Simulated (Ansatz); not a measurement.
Cost and result by functional for the ionisation potential of the (010) surface of monoclinic HfO2 in its 1x1 cell (cut with top plane O, bottom plane O), relaxed from an ideal cut (the real face may reconstruct), outermost plane spacing 0.67 Å in the ideal cut (one of several cuts of this face), with 1 Hf a cell over the bulk's ratio, in Ansatz (plane waves, PAW). Single points on the PBE structure, on one kind of machine; costs are rough ratios of the slab run's core time (references not counted) to the cheapest single point. r2SCAN's cost holds its higher cutoff (500 against 420 eV). Differences are taken against r2SCAN for comparison alone: no measured value is at hand, so the table doesn't rank accuracy.

Model: 28-atom slab, Hf10O18, 12.2 Å thick at the start, 5x5x1 mesh, Fermi-Dirac 0.025 eV, dipole correction, all atoms relaxed; start symmetry kept, larger cells not searched; no spin, no spin-orbit, no U. These notes are the PBE run's.

```csv
functional,relative cost,ionisation potential (eV),less r2SCAN (eV)
PBEsol,1,7.52,-0.39
RPBE,1,7.45,-0.47
LDA,1,7.69,-0.22
r2SCAN,2,7.92,0.00
PBE (the relaxed run's value),–,7.53,-0.39
```

The values span 0.47 eV, while the single points' costs differ by a factor of roughly 2. Differences are of unrounded values.

Ansatz is a program for electronic structure.
